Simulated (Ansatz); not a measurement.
# Carrier properties of SnC under load (space group I-4m2)

Given:

```yaml
crystal:
  lattice:
    - [0.00000, 2.58059, 2.45617]
    - [2.58059, 0.00000, 2.45617]
    - [2.58059, 2.58059, 0.00000]
  atoms:
    - { symbol: Sn, position: [0.00000, 0.00000, 0.00000] }
    - { symbol: C, position: [0.25000, 0.25000, 0.25000] }
```

Method: PBE with spin-orbit coupling, rigid bands (plane waves, PAW; Ansatz, an electronic-structure program). Condition of this run: biaxial stress in (001) of -5 GPa (compression positive) (the target of the relaxation). How the cell was made: cell and atoms relaxed with PBEsol, then loaded as said.

- band gap = 0.48 eV
- electron conductivity mass (300 K, dilute) = 0.087 (x), 0.087 (y), 0.064 (z) mₑ
- hole conductivity mass (300 K, dilute) = 0.55 (x), 0.55 (y), 0.156 (z) mₑ
- effective density of states N_c (300 K) = 4.8e17 cm⁻³
- effective density of states N_v (300 K) = 5.1e18 cm⁻³
- density-of-states mass, electrons = 0.072 mₑ
- density-of-states mass, holes = 0.35 mₑ
- Seebeck coefficient, n-type 1e19 cm⁻³, 300 K = -55 μV/K
- Seebeck coefficient, p-type 1e19 cm⁻³, 300 K = 211 μV/K

Rigid bands; masses and Seebeck coefficients take one relaxation time τ for all states and one kind of carrier; polarons and phonon drag are left out. Geometry: cell and atoms relaxed with PBEsol.

Computed structure with no diffraction record at hand here (it may be known, metastable or hypothetical): SnC under load (space group I-4m2).
